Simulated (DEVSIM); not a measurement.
System: abrupt Ge p-n junction, at 300 K.

| layer (left to right) | material | thickness (μm) | Nd (cm⁻³) | Na (cm⁻³) | τn (s) | τp (s) |
|---|---|---|---|---|---|---|
| 1 | Ge | 0.130 | - | 6.1e15 | 0.00015 | 0.00015 |
| 2 | Ge | 0.490 | 3.9e16 | - | 0.00015 | 0.00015 |

Left contact: ohmic. Right contact: ohmic. Voltage is applied to the left contact. Recombination: SRH at mid-gap. Mobility is constant in doping.

This is a model device: material constants are rounded textbook-type values typed into the input, and sizes, dopings and lifetimes were drawn at random. Values at 300 K.

```
parameter           Ge
-------------  -------
gap (eV)         0.664
affinity (eV)        4
permittivity        16
Nc (cm⁻³)      1.04e19
Nv (cm⁻³)         6e18
μn (cm²/Vs)       3900
μp (cm²/Vs)       1900
```

DEVSIM, 1D drift-diffusion, Boltzmann statistics, complete ionisation; no tunnelling, impact ionisation, image-force lowering or self-heating.

The thickness of layer 1 was swept, all else fixed.

| thickness of layer 1 (μm) | dark forward voltage at 100 A/cm² (V) | largest field in the device at zero bias (V/cm) |
|---|---|---|
| 0.026 | 0.111 | 43000 |
| 0.045 | 0.117 | 37000 |
| 0.078 | 0.127 | 30000 |
| 0.13 | 0.143 | 24000 |
| 0.22 | 0.168 | 20000 |
| 0.39 | 0.198 | 19000 |
| 0.65 | 0.217 | 19000 |

From the first row to the last the dark forward voltage at 100 A/cm² goes from 0.111 to 0.217. From the first row to the last the largest field in the device at zero bias goes from 43000 to 19000.
